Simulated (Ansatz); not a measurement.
CeO2, pressure series

Take CeO2 in the fluorite structure (space group Fm-3m, No. 225) as the base.

```
CeO2
1.0
    0.00000     2.73224     2.73224
    2.73224     0.00000     2.73224
    2.73224     2.73224     0.00000
Ce O
1 2
Direct
  0.00000   0.00000   0.00000
  0.25000   0.25000   0.25000
  0.75000   0.75000   0.75000
```

Cell and atoms are relaxed at each pressure.

Computed with PBE, PAW, 420 eV (Ansatz, an electronic-structure program; no spin-orbit coupling), earlier PAW set.

Two rows of this table had their results exchanged by mistake.

```
pressure           volume per atom (Å³)  shortest distance (Å)  band gap
-----------------  --------------------  ---------------------  --------
pressure −2 GPa                   13.76                  2.375   1.84 eV
pressure −1 GPa                   13.68                  2.371   1.85 eV
pressure 0.9 GPa                  13.53                  2.362   1.88 eV
pressure 2.1 GPa                  13.44                  2.357   1.90 eV
pressure 4.5 GPa                  13.27                  2.347   1.94 eV
pressure 9 GPa                    12.98                  2.330   2.00 eV
pressure 15 GPa                   11.94                  2.266   2.24 eV
pressure 22.5 GPa                 12.27                  2.286   2.16 eV
pressure 30 GPa                   12.64                  2.309   2.08 eV
```

Q: Which two?

A: The rows for pressure 15 GPa and pressure 30 GPa: the volume has to fall steadily with pressure, so 12.64 Å³ belongs to pressure 15 GPa and 11.94 Å³ to pressure 30 GPa.

Load acts through the strain it causes; cell and atoms are relaxed under it. Whether these cells are dynamically stable was not tested. No other phases were tried under pressure. Seeded moments were not kept for the base. The final runs are not spin-polarised.
